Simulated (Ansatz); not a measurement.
An Ansatz (a first-principles code) input (PBE-D3(BJ), PAW, 420 eV (Ansatz; spin-orbit coupling left out), earlier PAW set):

Ansatz 0.2 input:
```yaml
crystal:
  lattice:
    - [3.4967027671, 0, 0]
    - [-1.7483513836, 3.0282334258, 0]
    - [0, 0, 13.6973014418]
  atoms:
    - { symbol: Mo, position: [0.3333333333, 0.6666666667, 0.75] }
    - { symbol: Mo, position: [0.6666666667, 0.3333333333, 0.25] }
    - { symbol: Te, position: [0.3333333333, 0.6666666667, 0.1173441841] }
    - { symbol: Te, position: [0.6666666667, 0.3333333333, 0.6173441841] }
    - { symbol: Te, position: [0.6666666667, 0.3333333333, 0.8826558159] }
    - { symbol: Te, position: [0.3333333333, 0.6666666667, 0.3826558159] }
basis: { ecutwfc: 420, ecutrho_ratio: 4, xc_grid: 2, fft_grid_basis: typed }
kpoints: { mp_grid: { grid: [11, 11, 3] } }
hamiltonian:
  xc: pbe
  dispersion: d3bj
  pseudopotentials: { azcp: { folder: ./paw }, kind: paw }
scf: { occupations: { method: fermi_dirac, width: 0.05 }, convergence: { dr2_threshold: 0.0000000006 } }
output: { forces: true, stress: true }
```

**Question.** Which symmetry and how many k-points will the program report, and about how many plane waves at Γ?

**Answer.** Space group P63/mmc (ITA 194) with 24 operations, k-points 32 of 363, and 2835 plane waves at Γ.

Whether these cells are dynamically stable was not tested. The cell is MoTe₂ in the 2H-MoS2 type structure (space group P6_3/mmc, No. 194; layered, stacked along the Cartesian z axis). The program warned that a D3 coordination switch lies within reach, so dispersion energies are less smooth here.
